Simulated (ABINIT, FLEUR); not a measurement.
An ABINIT input for a self-consistent single point of PbS2 (I4/mcm, 6 atoms in the cell) (DFT, LDA (PW92), plane waves, PAW (JTH v2.0 LDA PAW)):

```
# PbS2, JTH v2.0 LDA PAW
pp_dirpath "./"
pseudos "Pb.LDA_PW-JTH.xml, S.LDA_PW-JTH.xml"
acell 5.6331649361 5.6331649361 5.6331649361 Angstrom
rprim
        -0.5338808705    0.5338808705    0.6556999559
         0.5338808705   -0.5338808705    0.6556999559
         0.5338808705    0.5338808705   -0.6556999559
natom 6
ntypat 2
znucl 82 16
typat 1 1 2 2 2 2
xred
         0.7500000000    0.7500000000    0.0000000000
         0.2500000000    0.2500000000    0.0000000000
         0.1190300000    0.6190300000    0.7380600000
         0.8809700000    0.3809700000    0.2619400000
         0.6190300000    0.8809700000    0.5000000000
         0.3809700000    0.1190300000    0.5000000000
ecut 42 Ry
pawecutdg 84 Ry
pawxcdev 0
occopt 3
tsmear 0.00183747
nband 34
kptopt 1
ngkpt 6 6 6
nshiftk 1
shiftk 0 0 0
nstep 50
tolvrs 1.0e-10
prtwf 0
prtden 0
prtvol 1
enunit 1
```

### Question
Give the FLEUR input for the same structure, mesh, smearing and functional.

### Answer
One input that does it (others would too):

Input of the input generator:

```
PbS2
&input film=f /
-3.0074390000 3.0074390000 3.6936660000
3.0074390000 -3.0074390000 3.6936660000
3.0074390000 3.0074390000 -3.6936660000
1.8897261246
1.0 1.0 1.0

6
82 0.7500000000 0.7500000000 -0.0000000000
82 0.2500000000 0.2500000000 -0.0000000000
16 0.1190300000 0.6190300000 0.7380600000
16 0.8809700000 0.3809700000 0.2619400000
16 0.6190300000 0.8809700000 0.5000000000
16 0.3809700000 0.1190300000 0.5000000000

&comp jspins=1 /
&exco xctyp='pz' /
&kpt div1=6 div2=6 div3=6 gamma=t /
&end /
```

```xml
<?xml version="1.0" encoding="UTF-8" standalone="no"?>
<fleurInput fleurInputVersion="0.39">
   <comment>
      PbS2                                                                                                
   </comment>
   <calculationSetup>
      <cutoffs Kmax="4.5" Gmax="15.8" GmaxXC="15.8" numbands="0"/>
      <scfLoop itmax="100" minDistance="0.00001" maxIterBroyd="15" imix="Anderson" alpha="0.05" precondParam="0.0" spinf="2.0"/>
      <coreElectrons ctail="T" frcor="F" kcrel="0" coretail_lmax="0"/>
      <xcFunctional name="pz" relativisticCorrections="F"/>
      <magnetism jspins="1"/>
      <soc l_soc="F" theta="0.0" phi="0.0" spav="F"/>
      <expertModes spex="0" secvar="F"/>
      <geometryOptimization l_f="T" forcealpha="1.0" forcemix="BFGS" epsdisp="0.00001" epsforce="0.00001"/>
      <ldaU l_linMix="F" mixParam="0.05" spinf="1.0"/>
   </calculationSetup>
   <cell>
      <bzIntegration valenceElectrons="52.0" mode="hist" fermiSmearingEnergy="0.00183747">
         <kPointListSelection listName="default-1"/>
         <!-- k-points included here -->
         <xi:include xmlns:xi="http://www.w3.org/2001/XInclude" href="kpts.xml"> </xi:include>
      </bzIntegration>
      <!-- symmetry operations included here -->
      <xi:include xmlns:xi="http://www.w3.org/2001/XInclude" href="sym.xml"> </xi:include>
      <bulkLattice scale="1.0">
         <bravaisMatrix>
            <row-1>   -5.6832360464408991     5.6832360464408991     6.9800171357467828</row-1>
            <row-2>    5.6832360464408991    -5.6832360464408991     6.9800171357467828</row-2>
            <row-3>    5.6832360464408991     5.6832360464408991    -6.9800171357467828</row-3>
         </bravaisMatrix>
      </bulkLattice>
   </cell>
   <atomSpecies>
      <species name="Lead (Pb)" element="Pb" atomicNumber="82">
         <mtSphere radius="2.63" gridPoints="925" logIncrement="0.015"/>
         <atomicCutoffs lmax="10" lnonsphr="8"/>
         <electronConfig flipSpins="F">
            <coreConfig>(1s1/2) (2s1/2) (2p1/2) (2p3/2) (3s1/2) (3p1/2) (3p3/2) (4s1/2) (3d3/2) (3d5/2) (4p1/2) (4p3/2) (5s1/2) (4d3/2) (4d5/2) (4f5/2) (4f7/2) (5p1/2) (5p3/2)</coreConfig>
            <valenceConfig>(6s1/2) (5d3/2) (5d5/2) (6p1/2) (6p3/2)</valenceConfig>
            <stateOccupation state="(6p1/2)" spinUp="0.3333333333333" spinDown="0.3333333333333"/>
            <stateOccupation state="(6p3/2)" spinUp="0.6666666666667" spinDown="0.6666666666667"/>
         </electronConfig>
         <energyParameters s="6" p="6" d="6" f="5"/>
         <lo type="SCLO" l="2" n="5" eDeriv="0"/>
      </species>
      <species name="Sulfur (S)" element="S" atomicNumber="16">
         <mtSphere radius="1.78" gridPoints="629" logIncrement="0.018"/>
         <atomicCutoffs lmax="8" lnonsphr="6"/>
         <electronConfig flipSpins="F">
            <coreConfig>(1s1/2) (2s1/2) (2p1/2) (2p3/2)</coreConfig>
            <valenceConfig>(3s1/2) (3p1/2) (3p3/2)</valenceConfig>
            <stateOccupation state="(3p1/2)" spinUp="0.6666666666667" spinDown="0.6666666666667"/>
            <stateOccupation state="(3p3/2)" spinUp="1.3333333333333" spinDown="1.3333333333333"/>
         </electronConfig>
         <energyParameters s="3" p="3" d="3" f="4"/>
      </species>
   </atomSpecies>
   <atomGroups>
      <atomGroup species="Lead (Pb)">
         <relPos label="                   1">-1.000/4.000 -1.000/4.000 .0000000000</relPos>
         <relPos label="                   2">1.000/4.000 1.000/4.000 .0000000000</relPos>
         <force calculate="T" relaxXYZ="TTT"/>
      </atomGroup>
      <atomGroup species="Sulfur (S)">
         <relPos label="                   3">.1190300000 -.3809700000 -.2619400000</relPos>
         <relPos label="                   4">-.1190300000 .3809700000 .2619400000</relPos>
         <relPos label="                   5">-.3809700000 -.1190300000 1.000/2.000</relPos>
         <relPos label="                   6">.3809700000 .1190300000 1.000/2.000</relPos>
         <force calculate="T" relaxXYZ="TTT"/>
      </atomGroup>
   </atomGroups>
   <output dos="F" band="F" slice="F">
      <checks vchk="F" cdinf="F"/>
      <bandDOS minEnergy="-.5*Htr" maxEnergy="0.5*Htr" sigma="0.015" storeEVData="T"/>
      <vacuumDOS vacdos="F" integ="F" star="F" nstars="0" locx1="0.0" locy1="0.0" locx2="0.0" locy2="0.0" nstm="0" tworkf="0.0"/>
      <unfoldingBand unfoldBand="F" supercellX="1" supercellY="1" supercellZ="1"/>
      <plotting iplot="0" polar="F">
         <plot TwoD="T" vec1="  1.0  0.0  0.0" vec2="  0.0  1.0  0.0" vec3="  0.0  0.0  1.0" zero="  0.0  0.0  0.0" file="plot"/>
      </plotting>
      <chargeDensitySlicing numkpt="0" minEigenval="0.0" maxEigenval="0.0" nnne="0" pallst="F"/>
      <specialOutput eonly="F"/>
      <magneticCircularDichroism mcd="F" energyLo="-10.0" energyUp="0.0"/>
   </output>
  <!-- We include the file relax.xml here to enable relaxations (see documentation) -->
  <xi:include xmlns:xi="http://www.w3.org/2001/XInclude" href="relax.xml"> <xi:fallback/> </xi:include>
</fleurInput>
```

Basis, cutoffs, solver keys and any potentials are the target program's own. This input uses DFT, LDA (Perdew-Zunger), all-electron FLAPW (FLEUR), scalar-relativistic valence. LDA parametrisations can differ slightly between programs.

The starting cell comes from a database of computed structures (which also holds hypothetical and non-ambient phases and stackings), without a prior relaxation at this level. Its lattice was rescaled by a random factor within 2.5 % of one. For this run, on top of that: lattice scaled by 0.98.
